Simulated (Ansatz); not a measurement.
Input:

End structure of the (10-12) surface of hcp Tl in its 1x1 cell, outermost plane spacing 1.39 Å in the ideal cut (one of several cuts of this face):

```
CELL_PARAMETERS angstrom
      3.57896     0.00000     0.00000
      0.00000     8.39917     0.00000
      0.00000     0.00000    28.00000
ATOMIC_POSITIONS crystal
  Tl 0.50000 0.44726 0.29819
  Tl 0.00000 0.76860 0.33992
  Tl 0.00000 0.16176 0.35973
  Tl 0.50000 0.48428 0.41759
  Tl 0.50000 0.88739 0.43949
  Tl 0.00000 0.20606 0.48467
  Tl 0.00000 0.61512 0.51533
  Tl 0.50000 0.93379 0.56051
  Tl 0.50000 0.33690 0.58241
  Tl 0.00000 0.65942 0.64027
  Tl 0.00000 0.05258 0.66008
  Tl 0.50000 0.37392 0.70181
```

Slab: 12 atoms, 11.9 Å thick at the start; k 11x5x1, smearing 0.1 eV, dipole-corrected; single point; on the structure that PBE left under its start's symmetry; no spin, no spin-orbit, no U.

### Question
Predict the work function of the top face from Ansatz (a first-principles code) with r2SCAN, at the PBE geometry.

### Answer
3.61 eV

### Question
What is the computed surface energy (mean of both faces) (r2SCAN, at the PBE geometry)?

### Answer
0.40 J/m²
